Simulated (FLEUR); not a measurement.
Band structure of SrZn5 (P6/mmm, 6 atoms in the cell).

```xyz
6
Lattice="5.4863 0.0000 0.0000 -2.7431 4.7513 0.0000 0.0000 0.0000 4.1986" Properties=species:S:1:pos:R:3 pbc="T T T"
Sr     0.0000     0.0000     0.0000
Zn     2.7431     1.5838     0.0000
Zn     0.0000     3.1675     0.0000
Zn     2.7431     0.0000     2.0993
Zn     1.3716     2.3756     2.0993
Zn    -1.3716     2.3756     2.0993
```

Computed with PBEsol, all-electron FLAPW (FLEUR), scalar-relativistic valence run with FLEUR.

Settings: Kmax = 4.4 1/bohr; GmaxXC = 15.4 1/bohr; xcFunctional = PBEs; jspins = 1; l_soc = F; mode = hist; fermiSmearingEnergy = 0.00367493 Htr; mesh (inpgen div1-3) = 5 5 5; inpgen gamma flag = false; Gmax = 15.4 1/bohr; numbands = 0; maxIterBroyd = 25; imix = Anderson; alpha = 0.05.

The starting cell comes from a database of computed structures (which also holds hypothetical and non-ambient phases and stackings), without a prior relaxation at this level. Values depend on the basis (sphere radii, cutoffs, local orbitals), which need not be converged.

These are the values that this program gave, and no reference: the default basis lacks the next d shell.

Levels in eV from the Fermi level, bands 32 to 39:
```csv
point,32,33,34,35,36,37,38,39
Γ,-2.41,-2.41,-0.73,-0.04,-0.04,0.18,3.49,4.49
M,-2.82,-2.21,0.02,1.54,1.72,2.02,2.36,3.65
K,-4.38,0.48,0.48,0.74,0.74,1.00,2.88,2.88
A,-2.17,-1.18,-1.18,-0.22,-0.22,0.03,0.53,0.53
L,-4.65,-3.99,-1.34,-0.58,-0.27,1.28,3.05,4.22
H,-4.16,-4.16,-1.93,-1.65,1.88,1.88,2.76,2.76
```
